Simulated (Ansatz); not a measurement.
# PtSe2, pressure series

Start from PtSe2 in the CdI2 type structure (space group P-3m1, No. 164; layered).

```
CELL_PARAMETERS angstrom
      3.77238     0.00000     0.00000
     -1.88619     3.26698     0.00000
      0.00000     0.00000     4.81834
ATOMIC_POSITIONS crystal
  Pt 0.00000 0.00000 0.00000
  Se 0.66667 0.33333 0.26556
  Se 0.33333 0.66667 0.73444
```

Cell and atoms are relaxed at each pressure.

All numbers come from PBE-D3(BJ) (Ansatz, a quantum-chemistry and plane-wave program; PAW; 420 eV plane waves; no spin-orbit coupling).

Candidates:
(a) pressure 15 GPa
(b) pressure 3 GPa
(c) pressure 30 GPa
(d) pressure 7 GPa
(e) pressure 75 GPa

Before the change:

The c/a ratio is 1.277.

Task: Order them by c/a ratio, highest first.

Result: (b) pressure 3 GPa (1.243), (d) pressure 7 GPa (1.217), (a) pressure 15 GPa (1.184), (c) pressure 30 GPa (1.149), (e) pressure 75 GPa (1.085)

Load acts through the strain it causes; cell and atoms are relaxed under it. Stability against distortions was not tested. Competing high-pressure phases were not computed. The final runs are not spin-polarised.
